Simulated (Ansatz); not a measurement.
As on the N site in metastable zinc-blende GaN

These are PBE, PAW (plane waves to 420 eV; Ansatz, an electronic-structure program) values and carry that method's errors. The supercell holds 64 host sites (2×2×2 repeats of the unit cell), with a 2×2×2 shifted k-point sampling for the final energies. Site at the start: the N site. Finite-size correction: monopole term and site-potential alignment. Dielectric constants: PBE linear response of the host. Host gap at this level: 1.54 eV. Finite-size and sampling errors can reach tenths of an eV here. Levels are measured in PBE's own, too narrow, gap. Spin–orbit coupling is left out. Each state is the lowest found from its start.

Formation energies E_f are given with the Fermi level at the valence-band maximum. Chemical conditions: Ga-rich (Δμ(N) = -0.87 eV, Δμ(As) = -0.70 eV, bounded by zinc-blende GaAs; only phases computed here count, gases as isolated molecules at 0 K). Reference phases: As: rhombohedral As, N: N2 molecule in a box.

```csv
charge,moment (μB),largest move off a lattice site (Å),image correction with alignment (eV),"E_f, Ga-rich (eV)"
+1†,1.0,0.33,0.41,–
0,not spin-polarised,0.30,0.00,2.83
−1*,fractional,0.31,–,–
```

* At this level the carrier isn't localised at the defect: at charge −1 electrons occupy the conduction band. Such a state is shallow or no state of the defect, and this cell gives it no level.

† Not settled in this cell, so no level is given: charge +1: carriers not clearly localised.
